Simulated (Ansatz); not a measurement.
Adsorption energy and surface dipole of H on the 1x1 (110) surface of bcc Ta, one in a 2x1 cell, started at the site 'hollow Ta-Ta-Ta', worked from the runs' numbers; total energies count from the potentials' own zero.

The numbers are results of PBE (plane waves to 420 eV, PAW; Ansatz, a program for electronic structure), not measurements.

Slab: 9 atoms, 6.8 Å thick at the start under the adsorbate (thin: gaps and levels are the slab's own); k 5x10x1, smearing 0.1 eV, dipole-corrected; 4 atoms held, the rest relaxed; no symmetry held; no spin, no spin-orbit, no U, no dispersion correction. At the end it is bonded to 3 Ta. In PBE it is, or lies within 0.03 eV of, the lowest of the starts that converged.

| quantity | value |
|---|---|
| slab with the adsorbate | -79470.277 eV |
| clean slab, same cell and mesh | -79453.447 eV |
| reference, ½ H2(g) | -15.872 eV |
| area of the cell | 15.58 Å² |
| change of the step from the bottom to the top vacuum level | -0.189 eV |

What is the adsorption energy against this reference?

E(slab + adsorbate) − E(slab) − E(reference) = -0.96 eV, so in this state the adsorbate is more stable than in the reference, at a coverage of 6.42 a nm².

What dipole does adsorption add to the slab along the outward normal (Helmholtz relation, ε₀ = 0.005526 e/(V·Å))?

p = −ε₀·A·ΔV = 0.016 e·Å = 0.08 D; its positive end points to the vacuum, which lowers the vacuum level.
